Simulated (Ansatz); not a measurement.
## CoSi: pressure series

The parent structure is CoSi (space group P2_13, No. 198; a = 4.3831 Å; non-magnetic).

Cell and atoms are relaxed at each pressure.

Method: r2SCAN/PAW in Ansatz (an electronic-structure program), no spin-orbit coupling.

Notes on the quantities. enthalpy: H = E + PV relative to the base's energy.

```json
[
 {"variant": "base", "lattice parameter a": "4.383 Å", "enthalpy": "–"},
 {"variant": "pressure −2 GPa", "lattice parameter a": "[?]", "enthalpy": "-0.13 eV/atom"},
 {"variant": "pressure −1 GPa", "lattice parameter a": "[?]", "enthalpy": "-0.07 eV/atom"},
 {"variant": "pressure 3 GPa", "lattice parameter a": "[?]", "enthalpy": "+0.20 eV/atom"},
 {"variant": "pressure 7 GPa", "lattice parameter a": "4.344 Å", "enthalpy": "+0.45 eV/atom"},
 {"variant": "pressure 15 GPa", "lattice parameter a": "[?]", "enthalpy": "+0.96 eV/atom"},
 {"variant": "pressure 30 GPa", "lattice parameter a": "4.243 Å", "enthalpy": "+1.87 eV/atom"},
 {"variant": "pressure 50 GPa", "lattice parameter a": "4.175 Å", "enthalpy": "+3.03 eV/atom"},
 {"variant": "pressure 75 GPa", "lattice parameter a": "4.107 Å", "enthalpy": "+4.42 eV/atom"},
 {"variant": "pressure 100 GPa", "lattice parameter a": "4.050 Å", "enthalpy": "+5.74 eV/atom"}
]
```

Question: Fill in the withheld entries from the trend.

Answer: 
- pressure −2 GPa, lattice parameter a: 4.395 Å
- pressure −1 GPa, lattice parameter a: 4.389 Å
- pressure 3 GPa, lattice parameter a: 4.366 Å
- pressure 15 GPa, lattice parameter a: 4.305 Å

Load acts through the strain it causes; cell and atoms are relaxed under it. Whether these cells are dynamically stable was not tested. No other phases were tried under pressure. Seeded moments were not kept for the base. The final runs are not spin-polarised.
